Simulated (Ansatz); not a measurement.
Take ZnF2 in the rutile structure (space group P4_2/mnm, No. 136; a = 4.717 Å, c = 3.129 Å) as the base.

The values are results of PBEsol (Ansatz, a first-principles code), no SOC, not measurements.

For the base:

| Property | Value |
|---|---|
| Lattice parameter a | 4.717 Å |
| Electron mass | 0.40 mₑ along c, 0.44 mₑ across (at Γ) |

Modification: a negative pressure, −2 GPa.

**Question.** Estimate the effect on the lattice parameter a.

**Answer.** The lattice parameter a increases by 0.0402 Å to 4.758 Å.

**Question.** What does the calculation give for the electron mass after the change?

**Answer.** The electron mass stays 0.40 mₑ along c, 0.44 mₑ across (at Γ).

The levels and masses belong to the bands next to the band gap. Load acts through the strain it causes; cell and atoms are relaxed under it. Effective masses come from finite differences of ±0.01 Å⁻¹. Stability against distortions was not tested.
